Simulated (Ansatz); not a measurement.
## Response to strain in Ti3Al

Take Ti3Al (space group P6_3/mmc, No. 194; a = 5.7471 Å, c = 4.6315 Å) as the base. Axes: x lies along a and z along c of the hexagonal cell.

Strains are applied to the cell and any free atomic positions relax; under biaxial strain the out-of-plane vector relaxes too.

Level of theory: r2SCAN (Ansatz, a quantum-chemistry and plane-wave program), no spin-orbit coupling.

Notes on the quantities. energy relative to the base: free energy F; pressure: mean of the normal stresses, compression positive.

```csv
case,shortest interatomic distance,energy relative to the base,pressure
base,281.3 pm,0 meV/atom,0.0 GPa
"biaxial strain −4.07 %, plane normal [001], relaxed out of plane",269.7 pm,+49 meV/atom,8.5 GPa
"biaxial strain −1.30 %, plane normal [001], relaxed out of plane",277.6 pm,+4.6 meV/atom,2.4 GPa
isotropic strain −0.82 %,279.0 pm,+3.9 meV/atom,3.1 GPa
isotropic strain +0.49 %,282.7 pm,+1.3 meV/atom,-1.7 GPa
isotropic strain +5.44 %,296.2 pm,+145 meV/atom,-14.3 GPa
uniaxial strain ε_xx = −2.67 %,276.1 pm,+7.8 meV/atom,3.4 GPa
uniaxial strain ε_yy = −1.37 %,279.0 pm,+2.0 meV/atom,1.7 GPa
uniaxial strain ε_yy = −1.15 %,279.4 pm,+1.4 meV/atom,1.4 GPa
uniaxial strain ε_zz = −1.46 %,280.1 pm,+2.8 meV/atom,1.9 GPa
```

No phonon test of stability was made. All final runs are without spin polarisation.
